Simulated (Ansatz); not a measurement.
The parent structure is Ta2N in the anti-CdI2 type structure (space group P-3m1, No. 164; a = 3.074 Å, c = 4.855 Å; relaxed with 0.1 eV smearing).

(Cell as relaxed with PBE-D3(BJ).)

Levels (all Ansatz, a first-principles code, PAW): PBE-D3(BJ) (420 eV, no spin-orbit coupling); r2SCAN+rVV10 (500 eV, scalar-relativistic without spin-orbit coupling).

Each level relaxes its own structure.

| base | PBE-D3(BJ) | r2SCAN+rVV10 |
|---|---|---|
| volume per atom | 13.24 Å³ | 13.26 Å³ |
| lattice parameter a | 3.074 Å | 3.065 Å |
| band gap | zero | zero |

The change: every lattice vector is stretched by 0.90 %, atoms relaxed at fixed cell.

```json
[
 {"quantity": "pressure (mean of the normal stresses, compression positive)", "PBE-D3(BJ)": "-7.3 GPa", "r2SCAN+rVV10": "___"},
 {"quantity": "energy relative to the base (free energy F)", "PBE-D3(BJ)": "+8.4 meV/atom", "r2SCAN+rVV10": "___"}
]
```

Task: Predict the r2SCAN+rVV10 column.

Result: 
- pressure (mean of the normal stresses, compression positive), r2SCAN+rVV10: -7.5 GPa
- energy relative to the base (free energy F), r2SCAN+rVV10: +8.7 meV/atom

PBE-D3(BJ)'s pressure lies 0.25 GPa above r2SCAN+rVV10's. Neither level is exact; r2SCAN+rVV10 is the comparison here, not a measurement.

The cells carry an imposed strain or load. Whether these cells are dynamically stable was not tested. The final runs are not spin-polarised. An odd electron count without spin: Ta2N.
